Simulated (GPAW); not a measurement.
A user runs GPAW on BaInO3 (Pm-3m, 5 atoms in the cell) and asks whether the run is sound. The aim is a self-consistent single point with DFT PBEsol, plane waves, GPAW PAW datasets PBEsol (made by gpaw-setup).

This input was run:

```python
from ase import Atoms
from ase.dft.kpoints import monkhorst_pack
from ase.units import GPa
from gpaw import GPAW, PW, FermiDirac

atoms = Atoms(['Ba', 'In', 'O', 'O', 'O'],
              cell=[[4.285800, 0.000000, 0.000000],
                    [0.000000, 4.285800, 0.000000],
                    [0.000000, 0.000000, 4.285800]],
              scaled_positions=[[0.000000, 0.000000, 0.000000],
                                [0.500000, 0.500000, 0.500000],
                                [0.500000, 0.500000, 0.000000],
                                [0.500000, 0.000000, 0.500000],
                                [0.000000, 0.500000, 0.500000]],
              pbc=True)

calc = GPAW(mode=PW(80),
            xc='PBEsol',
            kpts=monkhorst_pack((9, 9, 9)) + [0.5 / 9, 0.5 / 9, 0.5 / 9],
            occupations=FermiDirac(0.05),
            nbands=-13,
            convergence={'forces': 0.001},
            symmetry={'symmorphic': False, 'tolerance': 0.0005},
            maxiter=120,
            txt='-')

atoms.calc = calc

energy = atoms.get_potential_energy()
print('Energy (eV):', round(energy, 6))
forces = atoms.get_forces()
print('Forces (eV/Ang):')
print(forces.round(5))
stress = atoms.get_stress()
print('Stress (GPa, Voigt):', (stress / GPa).round(4))
```

The program printed (abridged):

```
Input parameters:
  convergence: {forces: 0.001}
  kpts: [[-0.38888889 -0.38888889 -0.38888889],
         [-0.38888889 -0.38888889 -0.27777778],
         [-0.38888889 -0.38888889 -0.16666667],
         ...,
         [ 0.5         0.5         0.27777778],
   [... lines left out ...]
    NoExternalPotential

XC parameters: PBEsol with 2 nearest neighbor stencil

Number of atoms: 5
Number of atomic orbitals: 26
Number of bands in calculation: 33
Number of valence electrons: 41
Bands to converge: occupied

Density initialized from atomic densities
  26 bands from LCAO basis set
  7 bands from random numbers

Atomic positions and initial magnetic moments

Positions:
   0 Ba     0.000000    0.000000    0.000000    ( 0.0000,  0.0000,  0.0000)
   1 In     2.142900    2.142900    2.142900    ( 0.0000,  0.0000,  0.0000)
   2 O      2.142900    2.142900    0.000000    ( 0.0000,  0.0000,  0.0000)
   3 O      2.142900    0.000000    2.142900    ( 0.0000,  0.0000,  0.0000)
   4 O      0.000000    2.142900    2.142900    ( 0.0000,  0.0000,  0.0000)

Unit cell:
           periodic     x           y           z      points  spacing
  1. axis:    yes    4.285800    0.000000    0.000000     9     0.4762
  2. axis:    yes    0.000000    4.285800    0.000000     9     0.4762
  3. axis:    yes    0.000000    0.000000    4.285800     9     0.4762

  Lengths:   4.285800   4.285800   4.285800
  Angles:   90.000000  90.000000  90.000000

Effective grid spacing dv^(1/3) = 0.4762
     iter     time        total  log10-change:
                         energy   eigst   dens  force
iter:   1 --:--:--   242.771149
iter:   2 --:--:--   278.777633   -1.45  -0.32
iter:   3 --:--:--   361.442012   -1.08  -0.35
iter:   4 --:--:--   439.227485   -0.52  -0.46
iter:   5 --:--:--   453.731472   -1.32  -0.63
   [... 3 lines left out ...]
iter:   9 --:--:--   458.561625   -2.78  -1.48
iter:  10 --:--:--   458.486614   -4.10  -1.55
iter:  11 --:--:--   458.582572   -3.20  -1.48
iter:  12 --:--:--   458.599729   -5.13  -2.20
iter:  13 --:--:--   458.594552c  -6.08  -2.30
   [... lines left out ...]
iter:  20 --:--:--   458.591876c  -7.56c -3.32
iter:  21 --:--:--   458.591656c  -7.50c -3.33
iter:  22 --:--:--   458.591364c  -8.70c -3.38
iter:  23 --:--:--   458.590035c  -7.61c -3.43
iter:  24 --:--:--   458.589881c  -8.86c -3.83
   [... 4 lines left out ...]
iter:  29 --:--:--   458.589609c -10.35c -3.95
iter:  30 --:--:--   458.589598c  -9.84c -3.94
iter:  31 --:--:--   458.589594c  -9.88c -3.96
iter:  32 --:--:--   458.589667c  -8.66c -3.95
iter:  33 --:--:--   458.589738c  -9.66c -4.02c
iter:  34 --:--:--   458.589661c -10.16c -4.02c -24.75c
Converged after 34 iterations.

Dipole moment: (0.000000, 0.000000, 0.000000) |e|*Ang

Energy contributions relative to reference atoms: (reference = -387195.238059)

Kinetic:       -2002.850555
Potential:     +2313.625600
External:        +0.000000
XC:            +146.733856
Entropy (-ST):   -0.028372
Local:           +1.094947
SIC:             +0.000000
--------------------------
Free energy:   +458.575475
Extrapolated:  +458.589661

Showing only first 2 kpts
 Kpt  Band  Eigenvalues  Occupancy
  0    18      8.86152    2.00000
  0    19     10.02940    0.00008
  0    20     10.19747    0.00000
  0    21     10.24832    0.00000

  1    18      8.52685    2.00000
  1    19      9.88077    0.00157
  1    20     10.14439    0.00001
  1    21     10.33560    0.00000

   [... lines left out ...]
Fermi level: 9.52335
No gap
   [... lines left out ...]
  0 Ba    0.00000    0.00000    0.00000
  1 In    0.00000   -0.00000    0.00000
  2 O    -0.00000   -0.00000    0.00000
  3 O     0.00000    0.00000   -0.00000
  4 O     0.00000    0.00000    0.00000

Stress tensor:
     8.073422     0.000000     0.000000
     0.000000     8.073422     0.000000
     0.000000     0.000000     8.073422
Stress (GPa, Voigt): [1293.5048 1293.5048 1293.5048    0.        0.        0.    ]
```

Problem. Is anything amiss in this input, and did it matter?

Solution. The run is not sound. The fault is a basis or grid far too coarse for these potentials. Far below the cutoff that the potentials were made for, the basis cannot represent the orbitals near the nuclei, and energies, forces and above all the stress go wrong. To fix it, restore the cutoff that the potentials need and check convergence. The run converged in 34 iterations without an error; against the sound input the free energy goes up by 97.8 eV/atom.

The sound input it was made from differs as follows (other fixes are possible):
```diff
-calc = GPAW(mode=PW(80),
+calc = GPAW(mode=PW(900),
```

With that input, the run converged in 16 iterations: free energy E − TS (from the program's reference atoms) -30.6346 eV; Fermi level (on the code's own zero) 5.59 eV (DFT PBEsol, plane waves, GPAW PAW datasets PBEsol (made by gpaw-setup)).

On the sound input: the starting cell comes from a database of computed structures (which also holds hypothetical and non-ambient phases and stackings), without a prior relaxation at this level.
